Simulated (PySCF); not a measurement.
PySCF 2.14.0, CCSD(T) (frozen core)/cc-pvdz: Cu(Me)(PH3) ([CH3][Cu]<-[PH3]), 9 atoms. The geometry is a generated start, not checked to be a minimum at this level.

task: ccsd(t)
method: hf
basis: cc-pvdz
two-electron scheme: exact four-centre integrals
frozen core: true
mol.max_memory: 16000 MB
mf.init_guess: minao (default)
mf.DIIS: CDIIS (default)
mf.diis_space: 8 (default)
mf.conv_tol: 1e-09 (default)
basis functions: 105

Machine: one whole node, Arm Neoverse V2, 96 cores on 1 socket, no SMT, 1 L3 cache group; 94 cores' worth of CPU time may be used.

Wall times, medians of two to five repeats, each run alone on the node (launch to exit). Unless noted, each process is bound to its own block of adjacent cores. The times hold for this build (PyPI wheel: OpenMP (GNU), a bundled serial OpenBLAS 0.3.3 under its C layer, NumPy's threaded OpenBLAS held to generic ARMv8 kernels, libcint, Libxc). Scratch files lie in a memory file system.

Measured so far:

```csv
cores,layout,wall time
4,"4 threads, 1 BLAS thread",17 s
8,"8 threads, 1 BLAS thread",10 s
```

Question: Still to be tried: 16 threads, 1 BLAS thread; 32 threads, 1 BLAS thread; 48 threads, 1 BLAS thread; 64 threads, 1 BLAS thread; 88 threads, 1 BLAS thread. How far does this job scale usefully (efficiency of one half or more)?

Answer: Efficiency, counted from 4 cores, stays above one half up to 16 cores and is 16 % at 32. The shortest time, 6.7 s, comes at 16 cores; at 88 the run is slower again (35 s). The share that grows most is that of (T): from 34 % of the time on 4 cores to 83 % on 88. The largest part on 88 cores, (T), takes 5.7 s on 4 and 29 s there.

```json
[
 {"cores": "4", "layout": "4 threads, 1 BLAS thread", "wall time": "17 s", "speed-up over 4": "1.0×", "efficiency": "100 %", "core-seconds": "68"},
 {"cores": "8", "layout": "8 threads, 1 BLAS thread", "wall time": "10 s", "speed-up over 4": "1.7×", "efficiency": "85 %", "core-seconds": "81"},
 {"cores": "16", "layout": "16 threads, 1 BLAS thread", "wall time": "6.7 s", "speed-up over 4": "2.6×", "efficiency": "64 %", "core-seconds": "110"},
 {"cores": "32", "layout": "32 threads, 1 BLAS thread", "wall time": "13 s", "speed-up over 4": "1.3×", "efficiency": "16 %", "core-seconds": "420"},
 {"cores": "48", "layout": "48 threads, 1 BLAS thread", "wall time": "23 s", "speed-up over 4": "0.74×", "efficiency": "6 %", "core-seconds": "1100"},
 {"cores": "64", "layout": "64 threads, 1 BLAS thread", "wall time": "27 s", "speed-up over 4": "0.64×", "efficiency": "4 %", "core-seconds": "1700"},
 {"cores": "88", "layout": "88 threads, 1 BLAS thread", "wall time": "35 s", "speed-up over 4": "0.48×", "efficiency": "2 %", "core-seconds": "3100"}
]
```
